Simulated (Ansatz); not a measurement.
Data:

```
CELL_PARAMETERS angstrom
      6.44054    -1.94112     0.00000
      6.44054     1.94112     0.00000
     -1.16986     0.00000     6.62567
ATOMIC_POSITIONS crystal
  P  0.31153 0.31153 0.43466
  P  0.81328 0.81328 0.94044
  As 0.06296 0.06296 0.68804
  P  0.56232 0.56232 0.18713
  Ga 0.99887 0.99887 0.00695
  Ga 0.49724 0.49724 0.49157
  Ga 0.74858 0.74858 0.24988
  Ga 0.25521 0.25521 0.75134
```

No spin polarisation.

All numbers come from DFT with PBEsol, PAW potentials and a 420 eV plane-wave cutoff in Ansatz (a quantum-chemistry and plane-wave program), scalar-relativistic without spin-orbit coupling. Γ-centred 9×9×5 mesh, Fermi–Dirac width 0.05 eV.

Task: Predict the valence-band top at Γ and gap character.

Result: Valence-band top at Γ (three highest levels, from the VBM): 0.00, -0.04, -0.07 eV
Gap character (in this cell's own zone, which can be folded): direct at Γ

These are small ordered cells, not random alloys; other orderings at the same x differ. No phonon test of stability was made. The cell was made from GaAs by this change: x(P) = 0.75, 8 atoms, Cm.
